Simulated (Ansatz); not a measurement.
The starting structures come from a database of crystals and need not be the phases stable at ambient conditions.

 Where the default PAW files enter, the runs use the earlier of Ansatz's two default sets.

**Evanescent states of CdCO$_{3}$ (R-3c, not sure to be the ambient phase, 10 atoms a cell, 11.6 Å³ an atom) along the normal of (101)**

These are r2SCAN (plane waves, PAW; Ansatz, a program for electronic structure) values and carry that method's errors.

The gap is the functional's own, uncorrected, and κ follows it; spin-orbit coupling is left out. Mid-gap values are interpolated between the computed energies.

Energies count from the valence-band top; κ is the least over a 8×6 mesh across the current.

```
E (eV)  κ (1/Å)  where
------  -------  -----
0.09      0.131  off Γ
0.26      0.222  off Γ
0.42      0.281  off Γ
0.59      0.326  off Γ
0.77      0.362  off Γ
0.94          …  off Γ
1.10          …      Γ
1.27          …      Γ
1.45          …      Γ
1.61          …      Γ
1.78          …      Γ
1.96          …      Γ
2.12          …      Γ
2.29          …      Γ
2.46          …      Γ
2.63      0.285      Γ
2.81      0.258      Γ
2.98      0.225      Γ
3.15      0.183      Γ
3.31      0.122      Γ
```

Question: What belongs in the gaps?

Answer: 
- 0.94, κ (1/Å): 0.393
- 1.10, κ (1/Å): 0.403
- 1.27, κ (1/Å): 0.397
- 1.45, κ (1/Å): 0.390
- 1.61, κ (1/Å): 0.381
- 1.78, κ (1/Å): 0.370
- 1.96, κ (1/Å): 0.358
- 2.12, κ (1/Å): 0.343
- 2.29, κ (1/Å): 0.327
- 2.46, κ (1/Å): 0.307
